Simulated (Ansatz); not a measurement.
Consider BeTe in the zinc blende structure (space group F-43m, No. 216; a = 5.605 Å).

Levels (all Ansatz, an electronic-structure program, PAW, earlier PAW set): PBEsol (420 eV, no spin-orbit coupling); r2SCAN (500 eV, no SOC).

The geometry is relaxed with PBEsol.

| Property | Result |
|---|---|
| PBEsol lowest conduction level above the VBM at special points | X 1.84 eV; K 2.61 eV; U 2.61 eV; L 3.08 eV |
| PBEsol width of the top valence band | 3.30 eV |
| PBEsol smallest direct gap | 3.61 eV |
| PBEsol pressure | 0.01 GPa |

Task: Predict the lowest conduction level above the VBM at special points, width of the top valence band, smallest direct gap and pressure from r2SCAN.

Result: The lowest conduction level above the VBM at special points goes from X 1.84 eV; K 2.61 eV; U 2.61 eV; L 3.08 eV to X 2.31 eV; K 3.06 eV; U 3.06 eV; L 3.59 eV; the width of the top valence band grows by 0.07 eV, from 3.30 eV to 3.37 eV; the smallest direct gap rises by 0.405 eV, from 3.61 eV to 4.01 eV; the pressure rises by 1.74 GPa to 1.75 GPa.

Single points use the geometry relaxed with PBEsol. Their cutoffs differ, which shifts pressures a little. With Te present, leaving out spin-orbit coupling can change the band edges. Stability against distortions was not tested.
